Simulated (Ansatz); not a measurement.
Consider VO2 in the rutile structure (space group P4_2/mnm, No. 136; a = 4.584 Å, c = 2.839 Å; ferromagnetic).

The values are results of plane-wave PAW DFT at the PBE level (Ansatz, an electronic-structure program, 420 eV), without spin-orbit coupling, not measurements.

One change was made to it. Results:

The largest site moment falls by 0.08 μB (0.83 μB → 0.75 μB); the volume per atom decreases by 0.98 Å³ (9.94 Å³ → 8.96 Å³); the magnetic state stays ferromagnetic.

Q: What was done to the base?
A. pressure 30 GPa
B. pressure 3 GPa
C. pressure −1 GPa

A: A, pressure 30 GPa. For comparison, the volume per atom in the other runs: pressure −1 GPa gives 9.98 Å³; pressure 3 GPa gives 9.81 Å³.

The magnetic state is the one reached from the starting moments; the real material's order can differ, and small cells can't hold many antiferromagnetic ones. Load acts through the strain it causes; cell and atoms are relaxed under it. Stability against distortions was not tested. No other phases were tried under pressure. No Hubbard U is applied, and correlation can decide whether such a compound is a metal.
